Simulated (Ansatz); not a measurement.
Consider Ba in the bcc (W type) structure (space group Im-3m, No. 229; a = 4.882 Å). Axes: x, y, z lie along the cube axes.

All numbers come from PBEsol, PAW, 420 eV (Ansatz, a program for electronic structure; spin-orbit coupling left out).

For the base:

```
Property                        Result
-----------------------------  -------
Shortest interatomic distance  4.228 Å
Band gap                          zero
```

One thing is altered: a free-standing slab of 3 layers (3 atoms, 1 a layer) is cut normal to [110], with 15 Å of vacuum and the in-plane cell held at bulk.

What does the calculation give for the excess energy per area of both faces after the change?

The excess energy per area of both faces (slab less bulk energy over the cell's area: twice a surface energy) is 0.74 J/m².

What does the calculation give for the change of the spacing d12 from its bulk value of 3.452 Å after the change?

The change of the spacing d12 from its bulk value of 3.452 Å comes out as -1.9 %.

What happens to the shortest interatomic distance?

The shortest interatomic distance drops by 0.0524 Å, from 4.228 Å to 4.175 Å.

What does the calculation give for the band gap after the change?

The band gap is still zero.

The excess energy carries the mismatch between the slab's and the bulk's meshes. Stability against distortions was not tested.
